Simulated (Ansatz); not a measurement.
One pseudomorphic plane of X on hcp Ru (0001), continuing the host's stacking (six planes of the host, 1x1 cell of 6.41 Å², clean work function 4.98 eV). ΔE counts an X atom from its bulk element. E_seg is the energy of the plane on top less that of the same plane lying second, under one plane of the host, at equal numbers of atoms (made equal with bulk Ru); a negative value keeps X outside. χ is Pauling's electronegativity. These are constructed structures, held to the host's lattice; rows with a moment ran spin-polarised from parallel moments in the plane, the only order that a 1x1 cell holds, and a change of moment is part of their E_seg.

Level of theory: PBE (plane waves to 420 eV, PAW; Ansatz, a first-principles code).

```json
[
 {"X": "Sc", "χ": "1.36", "ΔE (eV)": "0.16", "Δφ (eV)": "-0.87", "E_seg (eV)": "-0.15", "moment of the cell, X on top / second (μB)": "–"},
 {"X": "Ta", "χ": "1.50", "ΔE (eV)": "0.28", "Δφ (eV)": "0.21", "E_seg (eV)": "0.18", "moment of the cell, X on top / second (μB)": "–"},
 {"X": "Nb", "χ": "1.60", "ΔE (eV)": "0.15", "Δφ (eV)": "-0.01", "E_seg (eV)": "?", "moment of the cell, X on top / second (μB)": "–"},
 {"X": "Al", "χ": "1.61", "ΔE (eV)": "-0.89", "Δφ (eV)": "-0.63", "E_seg (eV)": "-0.21", "moment of the cell, X on top / second (μB)": "–"},
 {"X": "V", "χ": "1.63", "ΔE (eV)": "0.12", "Δφ (eV)": "-0.50", "E_seg (eV)": "0.52", "moment of the cell, X on top / second (μB)": "1.0 / 0.0"},
 {"X": "Fe", "χ": "1.83", "ΔE (eV)": "0.18", "Δφ (eV)": "-0.49", "E_seg (eV)": "-0.09", "moment of the cell, X on top / second (μB)": "2.5 / 1.3"},
 {"X": "Co", "χ": "1.88", "ΔE (eV)": "0.10", "Δφ (eV)": "-0.40", "E_seg (eV)": "-0.29", "moment of the cell, X on top / second (μB)": "1.6 / 1.8"},
 {"X": "Ag", "χ": "1.93", "ΔE (eV)": "-0.24", "Δφ (eV)": "-0.38", "E_seg (eV)": "-1.45", "moment of the cell, X on top / second (μB)": "–"},
 {"X": "Sn", "χ": "1.96", "ΔE (eV)": "0.46", "Δφ (eV)": "-1.28", "E_seg (eV)": "-1.49", "moment of the cell, X on top / second (μB)": "–"},
 {"X": "Pd", "χ": "2.20", "ΔE (eV)": "-0.50", "Δφ (eV)": "0.00", "E_seg (eV)": "-1.05", "moment of the cell, X on top / second (μB)": "–"},
 {"X": "Au", "χ": "2.54", "ΔE (eV)": "-0.41", "Δφ (eV)": "0.06", "E_seg (eV)": "-1.52", "moment of the cell, X on top / second (μB)": "–"}
]
```

Fit a straight line of E_seg against χ to the other rows and predict the withheld value for Nb.

Least squares gives E_seg = 2.48 + (-1.65) × χ, with a root-mean-square miss of 0.47 eV. For Nb, χ = 1.60 gives -0.16 eV; the run gave 0.05 eV, 0.21 eV away, 0.5 times that miss. Of the pairs tried (Δφ and E_seg against χ, E_seg against ΔE) this one correlates best on the rows given.

Work function. Over these 11 rows Δφ correlates with χ at r = 0.24. It runs from -1.28 eV (Sn) to 0.21 eV (Ta), that is from 3.70 to 5.19 eV in all.

Place. E_seg is below −0.05 eV, so that the full plane is lower on top, for Sc, Al, Fe, Co, Ag, Sn, Pd, Au; above 0.05 eV, so that it is lower under one plane of the host, for Ta, V.

ΔE is negative for Al, Ag, Pd, Au: there the strained plane on this host is lower than the bare face and X's own bulk. Alloying within the plane, relief of strain and larger cells were not tried.

Left out: 10 runs of this family that did not converge or found no flat vacuum level.
